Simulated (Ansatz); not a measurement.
Several settings converged on K3Pd (Pm-3m, 4 atoms in the cell)

```yaml
crystal:
  lattice:
    - [5.41779, 0.00000, 0.00000]
    - [0.00000, 5.41779, 0.00000]
    - [0.00000, 0.00000, 5.41779]
  atoms:
    - { symbol: K, position: [0.50000, 0.50000, 0.00000] }
    - { symbol: K, position: [0.00000, 0.50000, 0.50000] }
    - { symbol: K, position: [0.50000, 0.00000, 0.50000] }
    - { symbol: Pd, position: [0.00000, 0.00000, 0.00000] }
```

Base method: LDA (PW92), default PAW files made with PBE (plane waves; Ansatz, a first-principles code).

Base settings: basis.ecutwfc = 420 eV; kpoints.mp_grid.grid = 6 6 6; hamiltonian.xc = lda; hamiltonian.pseudopotentials = {kind: paw} (the program's default PAW files); scf.occupations.method = fermi_dirac; scf.occupations.width = 0.1 eV.

The count of work is k-points × plane waves × bands × iterations; it is no time. 

**Zone-centre phonons against the mesh**

In this ladder: phonons.method = dfpt.

Frequencies are those of the unrelaxed cell, without the LO-TO term of polar crystals.

Only quantities that move along the ladder and can be compared are tabulated.

| kpoints.mp_grid.grid | highest zone-centre frequency (cm⁻¹) | lowest optical frequency (cm⁻¹) |
|---|---|---|
| 2 2 2 | 120.7 | 15.1 |
| 3 3 3 | 122.3 | 23.2 |
| 4 4 4 | 122.2 | 23.9 |
| 5 5 5 | 122.2 | 22.5 |
| 7 7 7 | 122.2 | 23.2 |
| 9 9 9 | 122.2 | 23.0 |
| 11 11 11 | 122.2 | 22.9 |
| 14 14 14 | 122.2 | 22.9 |

Coarsest kpoints.mp_grid.grid that holds the highest zone-centre frequency within 1 cm⁻¹ of the last step, with all finer ones: 3 3 3; the step before is off by 1.5 cm⁻¹.

Coarsest kpoints.mp_grid.grid that holds the lowest optical frequency within 5 cm⁻¹ of the last step, with all finer ones: 3 3 3; the step before is off by 7.8 cm⁻¹.

**The size of a vacancy's supercell**

On K3Pd (Pm-3m, 8 atoms in the cell), and larger cells.

Steps: 2 x 1 x 1 supercell, one K atom taken out, nothing relaxed; 2 x 2 x 1 supercell, one K atom taken out, nothing relaxed; and so on, with the mesh thinned in proportion.

Only quantities that move along the ladder and can be compared are tabulated.

```tsv
atoms	energy of the cell with the vacancy less the whole one (holds the removed atom on the program's zero: only its change counts) (eV)	count of work / last
8	1496.972	0.31
16	1497.048	0.75
32	1497.047	1.0
```

Smallest size that holds the energy of the cell with the vacancy less the whole one (holds the removed atom on the program's zero: only its change counts) within 0.05 eV of the last step, with all finer ones: 16; the step before is off by 0.075 eV.

On the base run: the starting cell comes from a database of computed structures (which also holds hypothetical and non-ambient phases and stackings), without a prior relaxation at this level. Its lattice was rescaled by up to half a per cent. Spin polarisation is off.

Left out of this page: 2 runs of the series stopped by limits of time or memory.

Keys are those of Ansatz 0.2.
